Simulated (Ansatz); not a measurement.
Worked example: self-consistent single point of Zr (P6_3/mmc, 2 atoms in the cell) in Ansatz (a first-principles code).

Method of the run: PBEsol, PAW files made with PBE (plane waves; Ansatz).

```yaml
crystal:
  lattice:
    - [3.20911, 0.00000, 0.00000]
    - [-1.60455, 2.77917, 0.00000]
    - [0.00000, 0.00000, 5.12412]
  atoms:
    - { symbol: Zr, position: [0.33333, 0.66667, 0.25000] }
    - { symbol: Zr, position: [0.66667, 0.33333, 0.75000] }
```

Reference input (self-consistent single point, DFT, PBE, plane waves, PAW files): basis.ecutwfc = 420 eV; kpoints.mp_grid.grid = 16 16 9; hamiltonian.xc = pbe; hamiltonian.pseudopotentials = {kind: paw} (the program's default PAW files); scf.occupations.method = gaussian; scf.occupations.width = 0.136 eV. This run's input differs from it in these lines:

Ansatz 0.2 input:
```diff
@@ -14,3 +14,3 @@
 hamiltonian:
-  xc: pbe
+  xc: pbesol
   pseudopotentials:
```

Log, with long lists cut:

```
SCF iter   1: F=—  HF=-8257.525750 eV  |F-HF|=—  |Δ(HF+E_count)|=         —  Δρ=3.01e-2  dr2=5.35e-1  ethr=3.10e-3  ⟨swp⟩=4.9  Hψ=10216  notcnv=0
all-band conjugate gradients solve this SCF's bands
preconditioner: auto → none
SCF iter   2: F=—  HF=-8257.392600 eV  |F-HF|=—  |Δ(HF+E_count)|=   1.33e-1  Δρ=1.87e-2  dr2=2.01e-1  ethr=2.23e-3  ⟨swp⟩=2.0  Hψ=4118  notcnv=0  defer=6
SCF iter   3: F=—  HF=-8257.322543 eV  |F-HF|=—  |Δ(HF+E_count)|=   7.01e-2  Δρ=1.09e-3  dr2=4.64e-4  ethr=8.37e-4  ⟨swp⟩=3.0  Hψ=4703  notcnv=0  defer=6
SCF iter   4: F=—  HF=-8257.322524 eV  |F-HF|=—  |Δ(HF+E_count)|=   1.84e-5  Δρ=2.13e-4  dr2=7.68e-6  ethr=1.93e-6  ⟨swp⟩=2.0  Hψ=4186  notcnv=0  defer=6
SCF iter   5: F=—  HF=-8257.322524 eV  |F-HF|=—  |Δ(HF+E_count)|=   4.89e-7  Δρ=2.93e-5  dr2=1.52e-7  ethr=3.20e-8  ⟨swp⟩=2.0  Hψ=4169  notcnv=0  defer=6
SCF iter   6: F=-8257.322524 eV  HF=-8257.322524 eV  |F-HF|=4.07e-9  |Δ(HF+E_count)|=   1.01e-7  Δρ=4.49e-6  dr2=7.79e-9  ethr=4.17e-10  ⟨swp⟩=5.1  Hψ=10673  notcnv=0
SCF 1 converged in 6 iterations: F = -8257.322524 eV  dr2 = 7.79e-9
Free energy (F): -8257.322524 eV
Internal energy: -8257.304567 eV  (E = F + TS)
E sigma→0 (E₀):  -8257.313545 eV
Entropy (-TS):   -0.017957 eV (-8.979 meV/atom)
Fermi energy:    14.147261 eV
--- Forces (eV/Å), atoms counted from 1 ---
  atom   1  Zr     0.00000000    -0.00000000    -0.00000000
  atom   2  Zr    -0.00000000     0.00000000     0.00000000
--- Stress (GPa, compression-positive) ---
       -1.682330       0.000000      -0.000000
        0.000000      -1.682330      -0.000000
       -0.000000      -0.000000      -1.303786
  P = ⅓ Tr σ = -1.5561 GPa (-15.561 kbar)
  The stress holds the Pulay correction. Without it, at fixed plane waves, as pw.x and ABINIT print it: P = -1.5611 GPa
```

The run converged in 6 iterations. Against the reference run the pressure goes from 2.33 to -1.56 GPa.

The starting cell comes from a database of computed structures (which also holds hypothetical and non-ambient phases and stackings), without a prior relaxation at this level. Its lattice was rescaled by a random factor within 2.5 % of one. Ansatz's pressure includes its estimate of the finite-basis (Pulay) stress.
